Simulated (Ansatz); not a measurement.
Take SrTe in the rock salt structure (space group Fm-3m, No. 225; a = 6.607 Å) as the base.

Calculations: PBEsol (Ansatz, a program for electronic structure), scalar-relativistic without spin-orbit coupling.

Strains are applied to the cell and any free atomic positions relax.

One change was made to it. Results:

The mean gap deformation potential ΔEg/Δln V amounts to +3.0 eV; the width of the top valence band increases by 0.211 eV, from 1.58 eV to 1.80 eV; the energy rises by 36 meV/atom.

### Question
Which change produced these results?
A) isotropic strain −3.00 %
B) isotropic strain +2.50 %
C) isotropic strain +1.50 %
D) isotropic strain −1.00 %
E) isotropic strain −2.50 %

### Answer
A, isotropic strain −3.00 %. For comparison, the energy relative to the base in the other runs: isotropic strain −2.50 % gives +25 meV/atom; isotropic strain −1.00 % gives +3.7 meV/atom; isotropic strain +1.50 % gives +7.7 meV/atom; isotropic strain +2.50 % gives +21 meV/atom.

Spin-orbit coupling, missing from the scalar runs, can matter with Te. Whether these cells are dynamically stable was not tested.
